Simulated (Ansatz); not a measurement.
Results of PBEsol (plane waves, PAW; Ansatz, a first-principles code) for BaTaO3 (model structure, within 0.1 Å of Pm-3m, No. 221, 5 atoms in the cell).

Input:

Ansatz 0.2 input:
```yaml
crystal:
  lattice:
    - [4.0986913037, 0.0, 0.0]
    - [0.0, 4.0986913037, 0.0]
    - [0.0, 0.0, 4.0937327203]
  atoms:
    - { symbol: Ta, position: [0.5, 0.5, 0.5380408646] }
    - { symbol: Ba, position: [0.0, 0.0, 0.0380417925] }
    - { symbol: O, position: [0.0, 0.5, 0.5380390686] }
    - { symbol: O, position: [0.5, 0.0, 0.5380390686] }
    - { symbol: O, position: [0.5, 0.5, 1.0380392057] }
basis:
  ecutwfc: 520
  ecutrho_ratio: 4
  xc_grid: 2
kpoints:
  mp_grid: { grid: [14, 14, 12] }
hamiltonian:
  xc: pbesol
  dispersion: none
  pseudopotentials: { kind: paw }
scf:
  occupations: { method: fermi_dirac, width: 0.05 }
output:
  forces: true
  stress: true
  eigenvalues: true
relax:
  f_tol: 0.004
  escape_saddle: false
  max_steps: 80
  cell: { stress_tol: 0.02, fix: [volume] }
```

Excerpt of the program's output:

```
WARN the atoms were moved onto the symmetric positions of the space group found under crystal.symmetry.tolerance 1.0e-5 (fractional …
Relaxation: its limit of steps is 80 (relax.max_steps)
Crystal: 5 atoms, lattice volume = 68.772 Å³
Basis set: ecut = 520 eV, 1855 PW (Γ), exchange–correlation on 64×64×64 points (8 copies of the dense FFT grid, shifted against one another)
Bands: 26, of which v1, the nominal top of the filled ones, is band 21 counted from 1 (20 counted from 0)
Symmetry: 16 space group operations
Space group: P4/mmm (ITA 123), of the structure as read, at distance tolerance 4.1e-5 Å
k-points: 252 of 2352
Functional: x = pbesol(κ = 0.804, μ = 0.12345679012345678), c = pbesol(β = 0.046)
SCF iter   1: F=—  HF=-17358.977897 eV  |F-HF|=—  |Δ(HF+E_count)|=         —  Δρ=1.86e-2  dr2=2.11e-1
SCF iter   2: F=—  HF=-17358.927176 eV  |F-HF|=—  |Δ(HF+E_count)|=   5.07e-2  Δρ=2.92e-3  dr2=1.95e-3
  ...
SCF 1 converged in 7 iterations: F = -17358.926912 eV  dr2 = 3.49e-8
Crystal: 5 atoms, lattice volume = 68.772 Å³
Initial density: handed on by an earlier stage of this run
SCF iter   6: F=—  HF=-17358.926912 eV  |F-HF|=—  |Δ(HF+E_count)|=  5.82e-11  Δρ=1.71e-7  dr2=1.88e-11
SCF iter   7: F=-17358.926912 eV  HF=-17358.926912 eV  |F-HF|=0.00e0  |Δ(HF+E_count)|=    0.00e0  Δρ=1.13e-7  dr2=4.67e-12
SCF 2 converged in 7 iterations: F = -17358.926912 eV  dr2 = 4.67e-12
SCF converged after 7 iterations
Free energy (F): -17358.926912 eV
Internal energy: -17358.916949 eV  (E = F + TS)
E sigma→0 (E₀):  -17358.921930 eV
Fermi energy:    14.612363 eV
--- Forces (eV/Å), atoms counted from 1 ---
  atom   1  Ta     0.00000000     0.00000000     0.00000000
  atom   2  Ba    -0.00000000     0.00000000     0.00000000
  atom   3  O      0.00000000    -0.00000000     0.00000000
  atom   4  O      0.00000000     0.00000000     0.00000000
  atom   5  O     -0.00000000     0.00000000     0.00000000
--- Stress (GPa, compression-positive) ---
       -3.684065       0.000000       0.000000
        0.000000      -3.684065       0.000000
        0.000000       0.000000      -3.696602
  P = ⅓ Tr σ = -3.6882 GPa (-36.882 kbar)
```

The cell is one volume of an energy–volume scan, off the minimum.

The PAW data were made under PBE.

The result took very roughly 80 core-seconds.

A model structure was made by putting elements into a prototype or built by hand; it is no filed structure, need not be a known phase, and can be a saddle point held by its symmetry.
